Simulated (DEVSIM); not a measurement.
Device: Al/Si3N4/SiO2/n-Si capacitor, at 250 K.

| layer (left to right) | material | thickness (nm) | Nd (cm⁻³) |
|---|---|---|---|
| 1 | Si3N4 | 21.0 | - |
| 2 | SiO2 | 0.670 | - |
| 3 | Si | 6600 | 7.6e15 |

Metal gate on the left, work function 4.1 eV. Fixed charge at the semiconductor interface 0 cm⁻² (in units of +e); interface traps 3.5e12 cm⁻² eV⁻¹, uniform in energy, neutral level at 0.5 of the gap above the valence band.

This is a model device: material constants are rounded textbook-type values typed into the input, and sizes, dopings and lifetimes were drawn at random. Values at 300 K; Nc and Nv go as T^1.5, mobilities as T to minus their exponent, the gap by Varshni's rule with the affinity fixed.

```tsv
parameter	Si3N4	SiO2	Si
gap (eV)	5.1	9	1.124
affinity (eV)	2.1	0.9	4.05
permittivity	7.5	3.9	11.7
Nc (cm⁻³)	-	-	2.86e19
Nv (cm⁻³)	-	-	3.1e19
Varshni α (eV/K)	-	-	0.000473
Varshni β (K)	-	-	636
```

Model (solved in DEVSIM): 1D Poisson equation in equilibrium, Boltzmann statistics, complete ionisation; no quantum confinement or tunnelling. Metal contacts follow the ideal Schottky-Mott rule: no Fermi-level pinning, no interface dipoles.

**Question.** Tabulate band edges, carrier densities and field at -1.6 V on the gate.

**Answer.** Energies count from the Fermi level of the right contact; mesh points crowd at the junctions.

| x (μm) | Ec (eV) | Ev (eV) | n (cm⁻³) | p (cm⁻³) | field (V/cm) |
|---|---|---|---|---|---|
| 0.000 | 3.600 | -1.500 | < 1e2 | < 1e2 | -340000 |
| 0.001731 | 3.541 | -1.559 | < 1e2 | < 1e2 | -340000 |
| 0.005751 | 3.405 | -1.695 | < 1e2 | < 1e2 | -340000 |
| 0.01383 | 3.131 | -1.969 | < 1e2 | < 1e2 | -340000 |
| 0.01952 | 2.938 | -2.162 | < 1e2 | < 1e2 | -340000 |
| 0.02108 | 4.083 | -4.917 | < 1e2 | < 1e2 | -650000 |
| 0.02167 | 0.895 | -0.241 | < 1e2 | 3.2e14 | -270000 |
| 0.02472 | 0.882 | -0.254 | < 1e2 | 1.8e14 | -40000 |
| 0.03137 | 0.856 | -0.280 | 120 | 5.3e13 | -39000 |
| 0.04857 | 0.790 | -0.347 | 2600 | 2.4e12 | -37000 |
| 0.09549 | 0.627 | -0.509 | 5000000 | 1.3e9 | -32000 |
| 0.2832 | 0.234 | -0.902 | 4.1e14 | < 1e2 | -10000 |
| 0.6991 | 0.171 | -0.965 | 7.6e15 | < 1e2 | ≈ 0 |
| 1.773 | 0.171 | -0.965 | 7.6e15 | < 1e2 | ≈ 0 |
| 4.889 | 0.171 | -0.965 | 7.6e15 | < 1e2 | ≈ 0 |
| 5.952 | 0.171 | -0.965 | 7.6e15 | < 1e2 | ≈ 0 |
| 6.363 | 0.171 | -0.965 | 7.6e15 | < 1e2 | ≈ 0 |
| 6.526 | 0.171 | -0.965 | 7.6e15 | < 1e2 | ≈ 0 |
| 6.595 | 0.171 | -0.965 | 7.6e15 | < 1e2 | ≈ 0 |
| 6.612 | 0.171 | -0.965 | 7.6e15 | < 1e2 | ≈ 0 |
| 6.619 | 0.171 | -0.965 | 7.6e15 | < 1e2 | ≈ 0 |
| 6.622 | 0.171 | -0.965 | 7.6e15 | < 1e2 | ≈ 0 |
